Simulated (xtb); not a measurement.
xtb 6.7.1, GFN2-xTB: [SiH3]O[SiH2]O[SiH2]Cl, 13 atoms. The geometry is a generated start, not checked to be a minimum at this level.

| Property | Value |
|---|---|
| method | GFN2-xTB |
| --acc | 1 (default) |
| --etemp (K) | 300 (default) |
| detailed input (--input) | none: ANC optimiser, Lindh (1995) Hessian, microcycle=20, maxdispl=1.0, hlow=0.01 (default) |
| basis functions | 55 |
| valence electrons | 38 |

```xyz
13

Si     2.8127    -0.1519    -0.3177
O      1.3028    -0.1610     0.2690
Si    -0.0717    -0.1314     1.1016
O     -1.2788    -0.1139     0.0208
Si    -2.6593     0.1530    -0.7590
Cl    -3.6270     1.6583     0.1378
H      3.4937     1.0005     0.2701
H      2.6836    -0.0429    -1.7683
H      3.4298    -1.4108     0.0963
H     -0.2019    -1.3820     1.8341
H     -0.1198     1.1034     1.8691
H     -3.4530    -1.0606    -0.6365
H     -2.3111     0.5392    -2.1174
```

The structure is relaxed from this start with --opt LEVEL for the levels crude, sloppy, loose, lax, normal, tight, vtight, extreme, once each. Up to the end of the extreme run atoms move by at most 2.5 Å along an axis.

Question: Which level is enough to come within 20 meV of the tightest end point?

Answer: vtight: 189 cycles against 191, ending 0.0020 meV above.

```csv
level,cycles,energy above the extreme run (meV),gradient norm (eV/Å)
crude,1,67,0.036
sloppy,1,67,0.036
loose,1,67,0.036
lax,1,67,0.036
normal,1,67,0.036
tight,1,67,0.036
vtight,189,under 0.01,0.0045
extreme,191,—,0.0026
```
